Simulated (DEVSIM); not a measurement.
Device: illuminated GaAs p-on-n cell, one wavelength, at 300 K.

```
layer (left to right)  material  thickness (μm)  Nd (cm⁻³)  Na (cm⁻³)   τn (s)   τp (s)  absorption coefficient (cm⁻¹)
---------------------  --------  --------------  ---------  ---------  -------  -------  -----------------------------
1                          GaAs           0.160          -     1.6e18  6.9e-11  1.4e-10                          21000
2                          GaAs            4.90     2.5e16          -   2.1e-9   2.1e-9                          21000
```

Left contact: ohmic, minority electron recombination velocity 2e5 cm/s. Right contact: ohmic, minority hole recombination velocity 30000 cm/s. Voltage is applied to the left contact. Recombination: SRH at mid-gap, radiative, Auger. Light enters at the left, 4.1e16 photons cm⁻² s⁻¹, one pass, no reflection. Mobility is constant in doping.

The device is made up for the run: typed textbook-type constants, with dimensions and the other settings drawn at random. Values at 300 K.

| parameter | GaAs |
|---|---|
| gap (eV) | 1.424 |
| affinity (eV) | 4.07 |
| permittivity | 12.9 |
| Nc (cm⁻³) | 4.7e17 |
| Nv (cm⁻³) | 9e18 |
| μn (cm²/Vs) | 8500 |
| μp (cm²/Vs) | 400 |
| B (cm³/s) | 2e-10 |
| Cn (cm⁶/s) | 1e-30 |
| Cp (cm⁶/s) | 1e-30 |

Simulated with DEVSIM: 1D drift-diffusion, Boltzmann statistics, complete ionisation; no tunnelling, impact ionisation, image-force lowering or self-heating.

The photon flux was swept, all else fixed.

```csv
photon flux (cm^-2 s^-1),short-circuit current (mA/cm²),largest power (mW/cm²),open-circuit voltage (V),fill factor
1.2e15,0.172,0.0911,0.710,0.75
4.1e15,0.588,0.343,0.768,0.76
1.2e16,1.72,1.08,0.817,0.77
4.1e16,5.88,4.00,0.869,0.78
1.2e17,___,12.5,___,___
4.1e17,58.8,45.5,0.954,0.81
1.2e18,172,140,0.988,0.82
```

### Question
What belongs in the gaps?

### Answer

- 1.2e17, short-circuit current (mA/cm²): 17.2
- 1.2e17, open-circuit voltage (V): 0.911
- 1.2e17, fill factor: 0.80
